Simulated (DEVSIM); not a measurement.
# abrupt GaAs p-n junction

System: abrupt GaAs p-n junction, at 300 K.

```
layer (left to right)  material  thickness (μm)  Nd (cm⁻³)  Na (cm⁻³)  τn (s)  τp (s)
---------------------  --------  --------------  ---------  ---------  ------  ------
1                          GaAs            2.00          -     7.2e16  1.1e-8  1.1e-8
2                          GaAs            3.10     2.9e16          -  1.1e-8  1.1e-8
```

Left contact: ohmic. Right contact: ohmic. Voltage is applied to the left contact. Recombination: SRH at mid-gap. Mobility is constant in doping.

This is a model device: material constants are rounded textbook-type values typed into the input, and sizes, dopings and lifetimes were drawn at random. Values at 300 K.

```tsv
parameter	GaAs
gap (eV)	1.424
affinity (eV)	4.07
permittivity	12.9
Nc (cm⁻³)	4.7e17
Nv (cm⁻³)	9e18
μn (cm²/Vs)	8500
μp (cm²/Vs)	400
```

Simulated with DEVSIM: 1D drift-diffusion, Boltzmann statistics, complete ionisation; no tunnelling, impact ionisation, image-force lowering or self-heating.

| Item | Value |
|---|---|
| Potential step across the device at zero bias | 1.227 V |
| Largest field in the device at zero bias | 83000 V/cm |
| Dark forward voltage at 1 A/cm² | 1.003 V |
| Dark forward voltage at 100 A/cm² | 1.124 V |

Small-signal capacitance in reverse bias (quasi-static):

| V (V) | C (nF/cm²) |
|---|---|
| -0.04 | 39.4 |
| -0.1 | 38.5 |
| -0.2 | 37.1 |
| -0.3 | 35.8 |
| -0.4 | 34.6 |
| -0.6 | 32.6 |
| -0.8 | 30.9 |
| -1 | 29.5 |
| -1.3 | 27.6 |
| -1.6 | 26.1 |
| -2 | 24.4 |

Dark forward current:

(V (V), J (A/cm²)): (0.05, 3.6e-11); (0.10, 1.3e-10); (0.15, 3.7e-10); (0.20, 1.0e-9); (0.25, 2.8e-9); (0.30, 7.5e-9); (0.35, 2.0e-8); (0.40, 5.5e-8); (0.45, 1.5e-7); (0.50, 4.2e-7); (0.55, 1.2e-6); (0.60, 3.3e-6); (0.65, 9.8e-6); (0.70, 3.2e-5); (0.75, 0.00012); (0.80, 0.00057); (0.85, 0.0032); (0.90, 0.020); (0.95, 0.13); (1.00, 0.89); (1.05, 6.0); (1.10, 41); (1.15, 260); (1.20, 1300); (1.25, 4100)
